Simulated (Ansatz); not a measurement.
The parent structure is C in the graphite type structure (space group P6_3/mmc, No. 194; layered, stacked along the Cartesian z axis).

```
CELL_PARAMETERS angstrom
      2.46498     0.00000     0.00000
     -1.23249     2.13473     0.00000
      0.00000     0.00000     6.72886
ATOMIC_POSITIONS crystal
  C  0.00000 0.00000 0.25000
  C  0.00000 0.00000 0.75000
  C  0.33333 0.66667 0.25000
  C  0.66667 0.33333 0.75000
```

Method: PBE-D3(BJ) in Ansatz (plane waves to 420 eV, PAW, without spin-orbit coupling), earlier PAW set.

One change was made to it. Results:

The volume per atom decreases by 0.56 Å³ (8.85 Å³ → 8.29 Å³); the c/a ratio shrinks by 0.155 to 2.575.

### Question
Name the change that was made.
(A) pressure −1 GPa
(B) pressure 3 GPa
(C) pressure 10 GPa
(D) pressure 0.7 GPa

### Answer
B, pressure 3 GPa. For comparison, the volume per atom in the other runs: pressure 0.7 GPa gives 8.68 Å³; pressure −1 GPa gives 9.21 Å³; pressure 10 GPa gives 7.65 Å³.

The mesh was chosen for an insulator and is coarse for the gapless case. Load acts through the strain it causes; cell and atoms are relaxed under it. Stability against distortions was not tested. No other phases were tried under pressure.

Ansatz is a program for electronic structure.
